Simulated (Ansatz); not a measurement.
Band structure of CsRbMg6 (Amm2, 8 atoms in the cell).

```
CsRbMg6
1.0
    5.54927     0.00000     0.00000
    0.00000     3.18567     8.36179
    0.00000    -3.18567     8.36179
Cs Rb Mg
1 1 6
Direct
  0.50000   0.68544   0.68544
  0.50000   0.18431   0.18431
  0.50000   0.67660   0.17444
  0.50000   0.17444   0.67660
  0.00000   0.77941   0.27217
  0.00000   0.27217   0.77941
  0.00000   0.36153   0.36153
  0.00000   0.86609   0.86609
```

Computed with PBEsol, PAW files made with PBE (plane waves; Ansatz, a quantum-chemistry and plane-wave program).

Settings: kpoints.mp_grid.grid = 3 3 3; hamiltonian.xc = pbesol; hamiltonian.pseudopotentials = {kind: paw} (the program's default PAW files); scf.occupations.method = gaussian; scf.occupations.width = 0.0073 Ry; kpoints.band_path.npoints = 8.

The starting cell comes from a database of computed structures (which also holds hypothetical and non-ambient phases and stackings), without a prior relaxation at this level.

Levels in eV from the Fermi level, bands 36 to 43:
```
point     36     37     38     39     40     41    42    43
-----  -----  -----  -----  -----  -----  -----  ----  ----
Γ      -1.73  -1.44  -0.84  -0.51   0.26   0.43  1.10  1.48
X      -1.51  -0.32  -0.21   0.13   0.25   0.62  0.76  1.17
S      -2.03  -0.09  -0.07  -0.01   0.02   0.48  0.57  1.93
R      -2.96  -1.52  -1.34  -0.22  -0.08   0.41  0.77  2.33
A      -2.76  -1.70  -1.09  -0.60   0.25   0.44  0.75  2.39
Z      -1.23  -0.92  -0.54  -0.53  -0.33  -0.28  0.10  0.93
Y      -1.85  -0.94  -0.53  -0.04   0.17   0.64  0.97  1.51
X1     -1.51  -0.32  -0.21   0.13   0.25   0.62  0.76  1.17
A1     -2.76  -1.70  -1.09  -0.60   0.25   0.44  0.75  2.39
T      -1.34  -1.31  -0.88  -0.48  -0.25   0.12  0.77  0.78
```

Bands cross the Fermi level along this path, so the cell is metallic at this level.

Keys are those of Ansatz 0.2.
